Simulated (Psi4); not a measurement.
Psi4 1.11, PBE/def2-svp: CN([Si](O)(O)O)[Si](Cl)(Cl)Cl, 16 atoms. The geometry is a generated start, not checked to be a minimum at this level.

```json
{
  "task": "energy",
  "method": "pbe",
  "basis": "def2-svp",
  "memory": "3 GB",
  "maxiter": "100",
  "keys_of_the_molecule_block": "symmetry c1",
  "scf_type": "df (default)",
  "guess": "auto, which took SAD (default)",
  "scf_initial_accelerator": "adiis (default)",
  "e_convergence": "1e-06 (default)",
  "d_convergence": "1e-06 (default)",
  "dft_radial_points": "75 (default)",
  "dft_spherical_points": "302 (default)",
  "basis_functions": "190",
  "grid_points": "333759"
}
```

```xyz
16

Si     1.1317     1.5124     0.3943
Cl     0.2848     2.8807    -0.8268
Cl     3.1293     1.5307     0.1155
Cl     0.7375     2.0606     2.2978
N      0.5093    -0.0464     0.0641
C      1.3582    -1.1964    -0.2298
Si    -1.2344    -0.2804    -0.0807
O     -1.7188    -0.0252    -1.6013
O     -1.9655     0.7787     0.8937
O     -1.5787    -1.8027     0.3369
H      0.9939    -2.0609     0.3212
H      2.3865    -1.0033     0.0590
H      1.3305    -1.4233    -1.2968
H     -1.7750     0.8658    -1.9372
H     -1.9302     0.6670     1.8411
H     -1.6592    -2.4573    -0.3510
```

One run each on 2 threads. Values of diis_max_vecs tried: 3, 6, 10 (default), 20.

### Question
How does the count of SCF iterations change with diis_max_vecs, and where is it least?

### Answer
Fewest SCF iterations, within one of each other: 6 with 10, 10 (default) with 10, 20 with 10. The count rises to 16 at 3. All converge to one solution.

```tsv
diis_max_vecs	SCF iterations	end
3	16	same solution
6	10	same solution
10 (default)	10	same solution
20	10	same solution
```
